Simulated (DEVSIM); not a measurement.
Device: Schottky contact on n-type Si, at 300 K.

```csv
layer (left to right),material,thickness (μm),Nd (cm⁻³),τn (s),τp (s)
1,Si,0.970,2.4e16,5.7e-5,5.7e-5
```

Left contact: Schottky, work function 4.71 eV, emission velocity 9e6 cm/s. Right contact: ohmic. Voltage is applied to the left contact. Recombination: SRH at mid-gap. Gap narrowing is on: ΔEg = 6.92 meV × (l + √(l² + 0.5)), l = ln(N/1.3e17 cm⁻³), shared equally by both band edges. Mobility is μmin + (μ − μmin)/(1 + (N/Nref)^α).

Constants are typed, rounded textbook-type inputs, not results; the design itself was drawn at random and stands for no fabricated device. Values at 300 K.

```tsv
parameter	Si
gap (eV)	1.124
affinity (eV)	4.05
permittivity	11.7
Nc (cm⁻³)	2.86e19
Nv (cm⁻³)	3.1e19
μn (cm²/Vs)	1417
μp (cm²/Vs)	470
μn,min	52
μp,min	45
Nref,n	9.7e16
Nref,p	2.2e17
αn	0.68
αp	0.72
```

Model (solved in DEVSIM): 1D drift-diffusion, Boltzmann statistics, complete ionisation; no tunnelling, impact ionisation, image-force lowering or self-heating. Metal contacts follow the ideal Schottky-Mott rule: no Fermi-level pinning, no interface dipoles.

Question: Tabulate band edges, carrier densities and field at zero bias.

Answer: Energies count from the Fermi level of the right contact; mesh points crowd at the junctions.

```csv
x (μm),Ec (eV),Ev (eV),n (cm⁻³),p (cm⁻³),field (V/cm)
0.000,0.660,-0.464,2.4e8,5.1e11,-58000
0.007887,0.615,-0.508,1.3e9,9.1e10,-55000
0.01823,0.560,-0.563,1.1e10,1.1e10,-51000
0.02963,0.504,-0.619,9.6e10,1.3e9,-47000
0.05256,0.407,-0.716,4.2e12,2.9e7,-38000
0.07683,0.325,-0.798,1.0e14,1200000,-29000
0.1087,0.250,-0.873,1.8e15,66000,-18000
0.1646,0.195,-0.929,1.5e16,7800,-4100
0.2238,0.184,-0.939,2.3e16,5300,-500
0.3014,0.183,-0.940,2.4e16,5000,-27
0.3869,0.183,-0.940,2.4e16,5000,≈ 0
0.5410,0.183,-0.940,2.4e16,5000,≈ 0
0.6490,0.183,-0.940,2.4e16,5000,≈ 0
0.7313,0.183,-0.940,2.4e16,5000,≈ 0
0.8090,0.183,-0.940,2.4e16,5000,≈ 0
0.8533,0.183,-0.940,2.4e16,5000,≈ 0
0.8870,0.183,-0.940,2.4e16,5000,≈ 0
0.9095,0.183,-0.940,2.4e16,5000,≈ 0
0.9348,0.183,-0.940,2.4e16,5000,≈ 0
0.9492,0.183,-0.940,2.4e16,5000,≈ 0
0.9601,0.183,-0.940,2.4e16,5000,≈ 0
0.9700,0.183,-0.940,2.4e16,5000,≈ 0
```
